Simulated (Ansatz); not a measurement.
Density of states of LaBi (Fm-3m) near the Fermi level, PBEsol, rigid bands (Ansatz, a program for electronic structure).

(E − E_F (eV), states/eV/cell): (-1.95, 0.95); (-1.85, 0.84); (-1.75, 0.74); (-1.65, 3.09); (-1.55, 7.67); (-1.45, 5.79); (-1.35, 4.88); (-1.25, 3.57); (-1.15, 2.95); (-1.05, 2.51); (-0.95, 2.18); (-0.85, 1.90); (-0.75, 1.67); (-0.65, 1.46); (-0.55, 1.28); (-0.45, 1.10); (-0.35, 0.72); (-0.25, 0.36); (-0.15, 0.30); (-0.05, 0.27); (0.05, 0.28); (0.15, 0.30); (0.25, 0.33); (0.35, 0.41); (0.45, 0.51); (0.55, 0.62); (0.65, 0.74); (0.75, 0.87); (0.85, 1.02); (0.95, 1.21); (1.05, 1.45); (1.15, 1.90); (1.25, 2.12); (1.35, 2.41); (1.45, 2.92); (1.55, 4.03); (1.65, 4.26); (1.75, 8.59); (1.85, 23.0)

Q: With 2 atoms a cell, what bare Sommerfeld coefficient γ = (π²/3) k_B² N(E_F) follows?

A: N(E_F) ≈ 0.28 states/eV a cell at 300 K, so γ ≈ 0.32 mJ/(mol of atoms·K²), before electron-phonon enhancement.

Q: How far does the Fermi level move in a rigid band for 0.1 electron a cell added or removed?

A: 323 meV and -305 meV.

A metal at this level (no band gap); rigid bands, thermally averaged at 300 K, both spins. Spin-orbit coupling is left out, which matters with elements this heavy. Geometry: cell and atoms relaxed with PBEsol.

Formula and space group known from diffraction (Crystallography Open Database), not checked to be the room-temperature form: LaBi (Fm-3m).
